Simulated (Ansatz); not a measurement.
Mg₂BeN₂ (model structure, started from the Ca2ZnN2 type, I4/mmm, No. 139, 5 atoms in the cell), treated with LDA in Ansatz (PAW).

Run with plane-wave cutoff 520 eV, 16×16×16 k mesh, Fermi–Dirac smearing 0.01 eV, scalar-relativistic PAW data made under PBE.

Cell (relaxed with PBEsol):

Space group I4/mmm (No. 139); a = 3.112 Å, b = 3.112 Å, c = 10.981 Å, α = 90.00°, β = 90.00°, γ = 90.00°

```
atom  site  symmetry       x       y       z
----  ----  --------  ------  ------  ------
Mg      4e       4mm  0.0000  0.0000  0.3359
Be      2a     4/mmm  0.0000  0.0000  0.0000
N       4e       4mm  0.0000  0.0000  0.1395
```
(The calculation used a cell of 5 atoms; values per cell refer to that cell.)

Q: Give the computed band gap, smallest direct gap on the k points sampled and Γ–Γ gap.

A: 
* **band gap**: 1.02 eV (indirect)
* **smallest direct gap on the k points sampled**: 1.65 eV
* **Γ–Γ gap**: 1.66 eV

Note: the relaxation could raise the start's symmetry but not lower it, so the cell can be a saddle point; cell and atoms aren't relaxed at this level (largest force component 0.14 eV/Å, pressure -4.5 GPa).

It cost roughly 40 core-seconds of CPU time.

A model structure was made by putting elements into a prototype or built by hand; it is no filed structure, need not be a known phase, and can be a saddle point held by its symmetry.

Ansatz is a program for electronic structure.
